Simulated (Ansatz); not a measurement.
Band structure of V (Im-3m, 1 atom in the cell).

```
CELL_PARAMETERS angstrom
     -1.50879     1.50879     1.50879
      1.50879    -1.50879     1.50879
      1.50879     1.50879    -1.50879
ATOMIC_POSITIONS crystal
  V  0.00000 0.00000 0.00000
```

Method: PBE (plane waves, PAW; Ansatz, a program for electronic structure).

Settings: basis.ecutwfc = 420 eV; kpoints.mp_grid.grid = 15 15 15; hamiltonian.xc = pbe; hamiltonian.pseudopotentials = {kind: paw} (the program's default PAW files); scf.occupations.method = fermi_dirac; scf.occupations.width = 0.1 eV; kpoints.band_path.npoints = 8.

The starting cell has typed, rounded lattice constants, without a prior relaxation at this level. Its lattice was rescaled by a random factor within 2.5 % of one. Spin polarisation is off.

Levels in eV from the Fermi level, bands 3 to 10:
```csv
point,3,4,5,6,7,8,9,10
Γ,-37.07,-37.07,-6.58,0.39,0.39,0.39,2.35,2.35
H,-37.65,-37.65,-2.93,-2.93,3.62,3.62,3.62,10.00
N,-37.33,-37.07,-3.14,-1.11,1.54,2.35,2.70,4.00
P,-37.49,-37.49,-1.12,-1.12,-1.12,2.76,2.76,10.17
```

Bands cross the Fermi level along this path, so the cell is metallic at this level.

Keys are those of Ansatz 0.2.
